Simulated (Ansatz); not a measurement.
**NaCl: pressure series**

Start from NaCl in the rock salt structure (space group Fm-3m, No. 225; a = 5.6955 Å).

Cell and atoms are relaxed at each pressure.

Calculations: PBE (Ansatz, a first-principles code), spin-orbit coupling left out.

Problem. Only one of these has a direct gap. Which?
(A) pressure 30 GPa
(B) pressure 100 GPa
(C) pressure 7 GPa

Solution. C, pressure 7 GPa. Computed: pressure 100 GPa: indirect, Γ → X; pressure 30 GPa: indirect, Γ → X; pressure 7 GPa: direct at Γ

Load acts through the strain it causes; cell and atoms are relaxed under it. No phonon test of stability was made. Competing high-pressure phases were not computed.
